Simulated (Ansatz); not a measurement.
# BC5 (model structure, P3m1, No. 156, 6 atoms in the cell)

Calculation: PBEsol (PAW; Ansatz, a first-principles code).

Run with plane-wave cutoff 520 eV, 24×24×10 k mesh (along the axes of the cell as run), Fermi–Dirac smearing 0.05 eV, scalar-relativistic PAW data made under PBE.

Cell (relaxed at this level):

```cif
data_C5B
_chemical_formula_sum 'B1 C5'
_space_group_name_H-M_alt 'P3m1'
_space_group_IT_number 156
_space_group_name_Hall 'P 3 -2"'
_cell_length_a 2.53744
_cell_length_b 2.53744
_cell_length_c 6.36481
_cell_angle_alpha 90.000
_cell_angle_beta 90.000
_cell_angle_gamma 120.000
loop_
_atom_site_label
_atom_site_type_symbol
_atom_site_symmetry_multiplicity
_atom_site_Wyckoff_symbol
_atom_site_fract_x
_atom_site_fract_y
_atom_site_fract_z
_atom_site_occupancy
B1 B 1 a 0.00000 0.00000 0.00343 1
C1 C 1 b 0.33333 0.66667 0.11137 1
C2 C 1 b 0.33333 0.66667 0.34634 1
C3 C 1 c 0.66667 0.33333 0.42892 1
C4 C 1 c 0.66667 0.33333 0.67177 1
C5 C 1 a 0.00000 0.00000 0.75046 1
```

```json
{
  "band_gap": "none",
  "bulk_modulus": "391 GPa"
}
```

Note: the bulk modulus is −V dP/dV from two relaxed cells at ±2 % in volume; the relaxation could raise the start's symmetry but not lower it, so the cell can be a saddle point.

Static lattice: no zero-point or thermal effects.

The result took very roughly 4 core-minutes.

A model structure was made by putting elements into a prototype or built by hand; it is no filed structure, need not be a known phase, and can be a saddle point held by its symmetry.
